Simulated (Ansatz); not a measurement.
Take SiC (space group P6_422, No. 181; a = 3.066 Å, c = 7.031 Å; a hypothetical phase, not in the database extracts checked) as the base. Axes: x lies along a and z along c of the hexagonal cell.

One thing is altered: compressive biaxial strain of 2.31 % in the plane normal to [001], as in epitaxy on a mismatched substrate; the out-of-plane cell vector and the atoms relax.

Levels (all Ansatz, an electronic-structure program, PAW): PBEsol (420 eV, without spin-orbit coupling); r2SCAN (500 eV, no SOC); HSE06 (420 eV, no spin-orbit coupling).

At the geometry relaxed with PBEsol, these levels gave the following band gaps, in shuffled order: (a) 0.38 eV, (b) 1.23 eV, (c) 0.76 eV.

Task: Match each gap to its level.

Result: (a) PBEsol; (b) HSE06; (c) r2SCAN.

Single points use the geometry relaxed with PBEsol. HSE06 gaps are upper bounds (no full band path). Stability against distortions was not tested. The base started in P3_121 and relaxed to P6_422 at this level.
